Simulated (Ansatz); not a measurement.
## A worked fit of the energy against the cutoff, with one run withheld: Rb (Im-3m, 1 atom in the cell)

```
Rb
1.0
   -2.83347     2.83347     2.83347
    2.83347    -2.83347     2.83347
    2.83347     2.83347    -2.83347
Rb
1
Direct
  0.00000   0.00000   0.00000
```

Method of the run: LDA (PW92), default PAW files made with PBE (plane waves; Ansatz, a program for electronic structure).

Base settings: basis.ecutwfc = 420 eV; kpoints.mp_grid.grid = 8 8 8; hamiltonian.xc = lda; hamiltonian.pseudopotentials = {kind: paw} (the program's default PAW files); scf.occupations.method = fermi_dirac; scf.occupations.width = 0.1 eV.

The last step of the ladder, which sets the zero, is basis.ecutwfc = 1010 eV.

The starting cell has typed, rounded lattice constants, without a prior relaxation at this level. Its lattice was rescaled by up to half a per cent.

An empirical form for the window shown: the miss falls exponentially with the largest wave vector, which goes as √cutoff: ln(ΔF) = a + b·√cutoff.

| basis.ecutwfc | √cutoff (√eV) | F less the last step's (meV/atom) | ln of it |
|---|---|---|---|
| 145 eV | 12.042 | 1338.75 | 7.199 |
| 170 eV | 13.038 | ? | ? |
| 190 eV | 13.784 | 218.26 | 5.386 |
| 210 eV | 14.491 | 89.53 | 4.495 |
| 230 eV | 15.166 | 34.14 | 3.530 |

Task: Fit the line to the 4 rows given and predict the withheld one.

Result: Means: x̄ = 13.871, ȳ = 5.1525. Σ(x − x̄)(y − ȳ) = -6.272 and Σ(x − x̄)² = 5.414, so b = -1.158 and a = ȳ − b·x̄ = 21.215; ΔF halves for each 0.60 in √cutoff. The largest residual of the fitted rows is 0.13. At x = 13.038 the line gives 6.117, that is 454 meV/atom. The run gave 503.71 meV/atom, a miss of 49.71 meV/atom (10 %). The table is a window of a longer ladder. The rows were chosen because the form fits them, the withheld one included, so this shows the method and is no test of the form.

Left out of this page: 10 runs of the series outside the window shown, repeating another row's setting, or not comparable.

Keys are those of Ansatz 0.2.
